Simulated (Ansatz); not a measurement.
**Effect of uniaxial strain ε_yy = +4.95 % on PtGe**

Base system: PtGe (space group Pnma, No. 62; a = 5.819 Å, b = 3.757 Å, c = 6.175 Å). Axes: x, y, z lie along a, b, c of the conventional cell.

It is then changed as follows: uniaxial strain ε_yy = +4.95 %, all other strain components held at zero, atoms relaxed at fixed cell.

All numbers come from PBE (Ansatz, a first-principles code), no spin-orbit coupling, earlier PAW set. Settings: 8×12×8 k-points, 0.05 eV Fermi–Dirac smearing.

The volume per atom grows by 0.835 Å³ (16.88 Å³ → 17.71 Å³) and the space group remains Pnma (No. 62). The energy increases by 23 meV/atom and the pressure (mean of the normal stresses, compression positive) goes from zero to -5.9 GPa. The band gap is still zero and the largest internal atomic displacement comes out as 0.038 Å. The stress (xx, yy, zz, yz, xz, xy; compression positive) amounts to (-4.9, -8.5, -4.4, 0.0, 0.0, 0.0) GPa (rough).

Final structure:

```
PtGe
1.0
    5.81902     0.00000     0.00000
    0.00000     3.94329     0.00000
    0.00000     0.00000     6.17517
Pt Ge
4 4
Direct
  0.99197   0.25000   0.19445
  0.49197   0.25000   0.30555
  0.00803   0.75000   0.80555
  0.50803   0.75000   0.69445
  0.18740   0.25000   0.59449
  0.68740   0.25000   0.90551
  0.81260   0.75000   0.40551
  0.31260   0.75000   0.09449
```

Cost of the whole job for the changed cell (relaxation, final SCF and bands): around 5 core-minutes (rough).

Without a gap, meshes like the base's 8×12×8 leave anisotropic stresses uncertain by several tenths of a GPa, and small strain energies with them. Whether these cells are dynamically stable was not tested. All final runs are without spin polarisation.
